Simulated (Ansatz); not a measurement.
## What uniaxial strain ε_zz = +3.00 % does to TiO2

The parent structure is TiO$_{2}$ in the rutile structure (space group P4_2/mnm, No. 136; a = 4.548 Å, c = 2.917 Å). Axes: x, y, z lie along a, b, c of the conventional cell.

Perturbation: the cell is stretched by 3.00 % along z with no lateral relaxation, atoms relaxed at fixed cell.

Calculations: LDA/PAW in Ansatz (a quantum-chemistry and plane-wave program), no spin-orbit coupling. k-mesh 7×7×11 (Γ-centred); smearing 0.05 eV (Fermi–Dirac).

```csv
quantity,base,changed,shift
space group,P4_2/mnm (No. 136),P4_2/mnm (No. 136),–
shortest interatomic distance,192.8 pm,195.7 pm,+2.9 pm
energy relative to the base (free energy F),0 meV/atom,+14 meV/atom,+14 meV/atom
"pressure (mean of the normal stresses, compression positive)",0.00 GPa,-8.12 GPa,-8.115 GPa
band gap,1.86 eV,1.78 eV,-0.08 eV
gap character,direct at Γ,direct at Γ,–
electron mass,"0.52 mₑ along c, 1.1 mₑ across (at Γ)","0.56 mₑ along z, 1.1 mₑ across (at Γ)",–
"valence-band top at Γ (three highest levels, from the VBM)","0.00, -0.47, -0.47 eV","0.00, -0.45, -0.45 eV",–
"stress (xx, yy, zz, yz, xz, xy; compression positive)",–,"(-4.95, -4.95, -14.46, 0.00, 0.00, 0.00) GPa",–
```

Final structure:

```
CELL_PARAMETERS angstrom
      4.54810     0.00000     0.00000
      0.00000     4.54810     0.00000
      0.00000     0.00000     3.00462
ATOMIC_POSITIONS crystal
  Ti 0.00000 0.00000 0.00000
  Ti 0.50000 0.50000 0.50000
  O  0.30509 0.30509 0.00000
  O  0.80509 0.19491 0.50000
  O  0.19491 0.80509 0.50000
  O  0.69491 0.69491 0.00000
```

Masses are band curvatures over ±0.01 Å⁻¹ around the edge. Stability against distortions was not tested. All final runs are without spin polarisation.
